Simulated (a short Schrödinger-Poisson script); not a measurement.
System: MOS inversion layer, SiO2 on p-type Si(111), at 400 K.

From the gate side: 2.8 nm SiO2; 580 nm Si, acceptors 5.4e17 cm⁻³.

The device is made up for the run: typed textbook-type constants, with dimensions and the other settings drawn at random. SiO2: permittivity 3.9, conduction-band edge (eV) 3.15, gap (eV) 9, electron mass (mₑ) 0.5. Si: permittivity 11.7, conduction-band edge (eV) 0, gap (eV) 1.124, Nv at 300 K (cm⁻³) 3.1e19.

Channel valleys (confinement mass, in-plane density-of-states mass, number): Δ6 0.258, 0.358, 6. At the gate the conduction-band edge of layer 1 lies 3.69 eV − eVg above the Fermi level of the channel; the field vanishes at the back. Gaps are held at their typed values at every temperature. Mesh 0.03 nm at interfaces.

From a short Schrödinger-Poisson script (our own, NumPy): 1D Poisson equation in equilibrium, electrons quantum, Hartree (BenDaniel-Duke, 12 states a valley, the channel's in-plane mass for all, wave functions ending at the dielectric), parabolic valleys, classical holes, full ionisation, no traps, pinning or gate leakage.

```
Vg (V)  electrons (cm⁻²)  C (μF/cm²)  Δ6 E0 (meV from the Fermi level)
------  ----------------  ----------  --------------------------------
0.6               1.10e9       0.212                             356.0
0.7              1.02e10       0.228                             278.8
0.8              7.89e10       0.374                             207.9
0.9              3.26e11       0.635                             158.7
1                7.41e11       0.792                             130.0
1.1              1.24e12       0.871                             111.8
1.2              1.79e12       0.916                              98.8
1.3              2.36e12       0.946                              88.8
1.4              2.96e12       0.967                              80.6
1.5              3.56e12       0.982                              73.8
1.6              4.17e12       0.995                              67.9
1.7              4.80e12        1.00                              62.7
1.8              5.43e12        1.01                              58.0
1.9              6.06e12        1.02                              53.8
2                6.70e12        1.03                              49.9
2.1              7.34e12        1.03                              46.4
2.2              7.99e12        1.04                              43.0
2.3              8.64e12        1.04                              39.9
```

Gate voltages with under 1e9 electrons/cm² are left out.

At Vg = 2.3 V the lowest Δ6 subband lies at 39.9 meV from the Fermi level. How many electrons does it hold, and what share of all?

The two-dimensional density of states is g m/(πħ²) = 8.97e11 cm⁻² meV⁻¹ (both spins), kT = 34.5 meV, so n = D kT ln(1 + exp(−E/kT)) = 8.45e12 cm⁻², 0.98 of the 8.64e12 cm⁻² in all.

Compare the slope of the sheet density between 2.1 and 2.3 V with the geometric capacitance of the layers between gate and channel.

q Δn/ΔV = 1.04 μF/cm²; ε0/Σ(t/ε) = 1.23 μF/cm². The ratio is 0.84: the channel acts as a further capacitance in series.
